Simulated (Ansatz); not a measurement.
Take SiO2 in the rutile structure (space group P4_2/mnm, No. 136) as the base.

```
CELL_PARAMETERS angstrom
      4.18520     0.00000     0.00000
      0.00000     4.18520     0.00000
      0.00000     0.00000     2.66883
ATOMIC_POSITIONS crystal
  Si 0.50000 0.50000 0.50000
  Si 0.00000 0.00000 0.00000
  O  0.80610 0.80610 0.50000
  O  0.30610 0.69390 0.00000
  O  0.69390 0.30610 0.00000
  O  0.19390 0.19390 0.50000
```

Cartesian axes are those of the cell as printed.

Computed with Ansatz (an electronic-structure program), r2SCAN, PAW, cutoff 500 eV, scalar-relativistic without spin-orbit coupling.

The change: an isotropic linear strain of +0.94 %, atoms relaxed at fixed cell.

Problem. Predict the stress tensor and what it implies for the stiffness.

Solution. Stress of the strained cell less that of the base (GPa, compression positive):
```
  -7.40    0.00    0.00
   0.00   -7.40    0.00
   0.00    0.00  -10.34
```

Then B = −ΔP/(ΔV/V₀) with ΔV/V₀ = 0.0285 gives secant stiffness values (nonlinear terms included at this strain): B (at held cell shape, above the free-shape value) ≈ 294 GPa.

As a check, the harmonic strain energy −½ V₀ Δσ:ε is 5.7 meV/atom; the computed energy rise is 6.0 meV/atom.

Stability against distortions was not tested.
